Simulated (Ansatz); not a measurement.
Base system: WC (space group P-6m2, No. 187; a = 2.899 Å, c = 2.827 Å; relaxed with 0.1 eV smearing). Axes: x lies along a and z along c of the hexagonal cell.

Calculations: Ansatz (a quantum-chemistry and plane-wave program) PBEsol, no spin-orbit coupling.

Before the change:

| Property | Value |
|---|---|
| Shortest interatomic distance | 2.191 Å |

Now apply this change: a pure shear with ε_xz = ε_zx = 0.0029, atoms relaxed at fixed cell.

What happens to the stress, shortest interatomic distance and energy relative to the base?

The stress (xx, yy, zz, yz, xz, xy; compression positive) is (0.0, 0.0, 0.0, 0.0, -1.9, 0.0) GPa; the shortest interatomic distance falls by 0.0054 Å, from 2.191 Å to 2.185 Å; the energy rises by 0.3 meV/atom.

The cells carry an imposed strain or load. Stability against distortions was not tested. All final runs are without spin polarisation.
